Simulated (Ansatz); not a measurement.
# A computed series for AlN: response to strain

Take AlN in the zinc blende structure (space group F-43m, No. 216; a = 4.370 Å) as the base. Axes: x, y, z lie along the cube axes.

Strains are applied to the cell and any free atomic positions relax; under biaxial strain the out-of-plane vector relaxes too.

Method: r2SCAN, PAW, 500 eV (Ansatz, an electronic-structure program; no spin-orbit coupling).

```tsv
biaxial strain, plane normal [001], relaxed out of plane (%)	out-of-plane strain (%)
-3	2.94
-2.5	2.47
-2	2.00
-1.5	1.52
-1	1.02
-0.5	?
0	0.00
```

Problem. Fit ε⊥ = −νε + γε² (strains in %) to the rows shown and predict the withheld row.

Solution. Least squares on the printed values gives ν = 1.04 (the biaxial Poisson response) and γ = -0.021 (largest residual 0.00 %); this predicts 0.52 %, and the run gives 0.52 %, in agreement.

Stability against distortions was not tested. This is not the structure that AlN has at room temperature and ambient pressure.
